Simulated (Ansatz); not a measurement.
Os (P6_3/mmc), LDA, DFPT electron-phonon coupling, linearised Boltzmann equation (Ansatz, a program for electronic structure). Condition of this run: functional LDA. Phonon-limited resistivity 5.12 μΩ·cm at 300 K along z (a = (2.72, 0.00, 0.00) Å; b = (-1.36, 2.35, 0.00) Å; c = (0.00, 0.00, 4.29) Å), 7.00 μΩ·cm at 400 K, current-weighted mean free path 9.0 nm, Drude plasma energy 9.68 eV.

Task: Estimate the electronic thermal conductivity at 300 K by the Wiedemann-Franz law (L₀ = 2.44×10⁻⁸ W·Ω/K²).

Result: L₀T/ρ = 2.44×10⁻⁸ × 300/(5.12×10⁻⁸) = 143 W/(m·K). Inelastic scattering puts the true Lorenz number somewhat under L₀ near and below the Debye temperature.

Task: What temperature coefficient of resistance follows, and how does it compare with 1/T?

Result: (ρ₄₀₀ − ρ₃₀₀)/(100 K × ρ₃₀₀) = 3.67×10⁻³ K⁻¹, against 1/T = 3.33×10⁻³ K⁻¹ for a resistivity proportional to T. It lies higher because phonons are still being populated at 300 K; impurities would add a constant and lower it.

Task: What Drude relaxation time do resistivity and plasma energy imply?

Result: ω_p = 1.47e16 s⁻¹, so τ = 1/(ε₀ ω_p² ρ) = 10.2 fs, a damping ħ/τ of 64.5 meV.

A metal at this level (no band gap). Only scattering by harmonic phonons is included (no impurities, grain boundaries, electron-electron scattering or thermal expansion). Spin-orbit coupling is left out, which matters with elements this heavy. Halving the electron mesh (36x36x20) moves the resistivity by up to 1 % at 300 K, the mean free path by up to 1 %. Smearing 0.20 eV; phonons on a 6x6x3 q mesh, which this run doesn't test.
